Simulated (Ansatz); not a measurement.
System: TaN (model structure, started from the NbAs type, I4₁md, No. 109, 4 atoms in the cell). Method: PBEsol (Ansatz, a program for electronic structure, PAW).

Run with plane-wave cutoff 520 eV, 18×18×18 k mesh, Fermi–Dirac smearing 0.01 eV, scalar-relativistic PAW data made under PBE.

Cell (relaxed at this level):

```
CELL_PARAMETERS angstrom
     -1.44399     1.44399     5.09775
      1.44399    -1.44399     5.09775
      1.44399     1.44399    -5.09775
ATOMIC_POSITIONS crystal
  Ta 0.49884 0.49884 0.00000
  Ta 0.24884 0.74884 0.50000
  N  0.91716 0.91716 0.00000
  N  0.66716 0.16716 0.50000
```

Question: Predict the band gap, smallest direct gap on the k points sampled and Γ–Γ gap.

Answer: 
- band gap = 0.55 eV
- smallest direct gap on the k points sampled = 0.85 eV
- Γ–Γ gap = 4.97 eV

Note: the relaxation could raise the start's symmetry but not lower it, so the cell can be a saddle point.

Spin–orbit coupling is not included.

Static lattice: no zero-point or thermal effects.

It cost very roughly 30 core-seconds of CPU time.

A model structure was made by putting elements into a prototype or built by hand; it is no filed structure, need not be a known phase, and can be a saddle point held by its symmetry.
